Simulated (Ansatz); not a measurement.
The starting structures come from a database of crystals and need not be the phases stable at ambient conditions.

 Where the default PAW files enter, the runs use the earlier of Ansatz's two default sets.

By LDA and PBEsol, the system below comes out a metal.

```
CELL_PARAMETERS angstrom
      3.82221     0.00000     0.00000
      0.00000     3.82221     0.00000
      1.91111    -1.91111     4.28067
ATOMIC_POSITIONS crystal
  Ti 0.00000 0.00000 0.00000
  Al 0.50000 0.50000 0.00000
  Al 0.25000 0.25000 0.50000
  Al 0.75000 0.75000 0.50000
```

Space group of this cell: I4/mmm. The cell is taken as given; by PBEsol its mean pressure is -0.5 GPa.

The current runs along the normal of the first two printed vectors, the (001) plane. All runs by Ansatz (a quantum-chemistry and plane-wave program), plane waves and PAW, without spin-orbit coupling; the base is PBEsol.

```csv
run,mean pressure (GPa),"G/A, both spins (10¹⁵ S/m²)"
base,-0.5,0.49
all lengths scaled by 0.98,7.0,0.51
all lengths scaled by 1.02,-6.3,0.48
lda in place of pbesol,-3.5,0.50
"lengths across the current scaled by 0.98, ions clamped",4.4,0.50
"lengths across the current scaled by 1.02, ions clamped",-4.5,0.50
"lengths along the current scaled by 0.97, ions clamped",3.0,(withheld)
"lengths along the current scaled by 1.03, ions clamped",-3.4,0.46
```

### Question
Complete the blanks.

### Answer

- lengths along the current scaled by 0.97, ions clamped, G/A, both spins (10¹⁵ S/m²): 0.53
